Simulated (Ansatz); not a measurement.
Si15P, liquid, 64 atoms, at several temperatures near zero pressure, 5.4 to 8.6 ps sampled at each; residual pressures blur the volumes. Level of theory: PBE (plane waves, PAW; Ansatz, a quantum-chemistry and plane-wave program). Each row is a separate MD run. k-points: one point, (1/4, 1/4, 1/4); no spin polarisation or spin-orbit coupling. On one frame of each DFT run, denser k-meshes moved the pressure by 0.02 to 0.11 GPa and the forces by up to 0.11 eV/Å rms. Nuclei are classical. No melting point is cited here, so the colder rows may be supercooled. Block errors of the runs reach ±11 K and ±0.15 GPa; they miss slow fluctuations and the cell's size. Runs that failed, or whose walks weren't shown free of jumps between electronic states, aren't listed. In preparation the cell's shape was held. The solute's share, one atom in sixteen, is far above doping levels in devices. Diffusion coefficients are uncertain by up to 15 % (spread between four groups of atoms) and carry no finite-size correction.

| 1000/T (1/K) | T (K) | P (GPa) | V (Å³/atom) | first peak of g(P-Si) (Å) | its height | D(Si) (10⁻⁵ cm²/s) |
|---|---|---|---|---|---|---|
| 0.667 | 1498 | -0.53 | 19.07 | 2.32 | 2.4 | 20 |
| 0.585 | 1708 | 0.47 | 18.67 | 2.35 | 2.3 | 26 |
| 0.530 | 1887 | 0.13 | 19.01 | 2.31 | 2.3 | 26 |
| 0.468 | 2135 | 0.29 | 19.42 | 2.35 | 2.2 | ? |
| 0.447 | 2239 | 0.08 | 19.72 | 2.26 | 1.5 | 34 |

Q: Fit ln D linearly in (1000/T) on the other rows and predict the withheld entries (an interpolation); show the fit.

A: 
- D(Si) (10⁻⁵ cm²/s): a least-squares line through the 4 other rows gives ln D = 4.525 − 2.27 × (1000/T), so 32 at (1000/T) = 0.468. The run gave 30, 1.9 below the line (13 % of the span of this column). The slope gives an activation energy of about 0.20 eV.
